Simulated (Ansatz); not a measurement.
```
CSi
1.0
    3.08631     0.00000     0.00000
   -1.54315     2.67282     0.00000
    0.00000     0.00000     5.04417
Si C
2 2
Direct
  0.33333   0.66667   0.49936
  0.66667   0.33333   0.99936
  0.33333   0.66667   0.87564
  0.66667   0.33333   0.37564
```

These are PBEsol with spin-orbit coupling, rigid bands (plane waves, PAW; Ansatz, an electronic-structure program) values and carry that method's errors. Condition of this run: biaxial stress xx = yy = -2 GPa (compression positive) (the target of the relaxation). Cell: cell and atoms relaxed with PBEsol, then loaded as said.

**Question.** What conductivity effective mass do dilute electrons have at 300 K?

**Answer.** 0.44 (x), 0.44 (y), 0.26 (z) mₑ.

**Question.** Predict the hole conductivity mass (n e² τ/σ) at 300 K, by direction if it differs.

**Answer.** 1.27 (x), 1.27 (y), 1.41 (z) mₑ.

**Question.** And the band gap?

**Answer.** 2.16 eV at this level; semilocal functionals usually fall short of the measured gap.

Rigid bands, one relaxation time for all states, no polarons.
